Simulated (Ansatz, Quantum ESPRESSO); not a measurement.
# One structure in several programs: Ba₄As₂O (I4/mmm, 7 atoms in the cell)

Self-consistent single point.

```
Ba4As2O
1.0
   -2.54255     2.54255     8.50640
    2.54255    -2.54255     8.50640
    2.54255     2.54255    -8.50640
Ba As O
4 2 1
Direct
  0.67539   0.67539   0.00000
  0.32461   0.32461   0.00000
  0.50000   0.00000   0.50000
  0.00000   0.50000   0.50000
  0.86438   0.86438   0.00000
  0.13562   0.13562   0.00000
  0.50000   0.50000   0.00000
```

All programs got the same cell, k-point mesh and kind of occupations (some realise fixed ones as a very narrow smearing) (in Ansatz's words: kpoints.mp_grid.grid = 4 4 4; scf.occupations.method = fixed); potentials, basis and cutoffs are each program's usual ones.

```tsv
code	model	pressure (GPa)	largest force (eV/Å)	gap on the mesh (eV)	cutoff
Ansatz	LDA (PW92), PAW files made with PBE	-1.05	0.057	0.506	420 eV
Quantum ESPRESSO	LDA (PZ), GBRV 1.5 ultrasoft (LDA) pseudopotentials	-0.51	0.048	0.493	40 Ry
```

Gaps are read on the mesh.

The spread over the programs that give each value: pressure within 0.54 GPa; largest force within 0.009 eV/Å; gap on the mesh within 0.013 eV.

The starting cell comes from a database of computed structures (which also holds hypothetical and non-ambient phases and stackings), without a prior relaxation at this level. Its lattice was rescaled by a random factor within 2.5 % of one.

Question: Why do the programs differ, and what cannot be compared?

Answer: Differences of this kind can come from the potentials, where these differ, and from what each basis and cutoff leave unconverged. The valence holds different numbers of electrons (Ansatz (a first-principles code) 76, Quantum ESPRESSO 56). The zero of total energies and Fermi levels follows the potentials and each program's conventions, so they are not compared here. Ansatz's pressure is given at a fixed set of plane waves, as the other plane-wave codes print theirs; with its correction for the finite basis it is -0.99 GPa. The same LDA comes in different parametrisations, which differ slightly.

Keys are those of Ansatz 0.2.
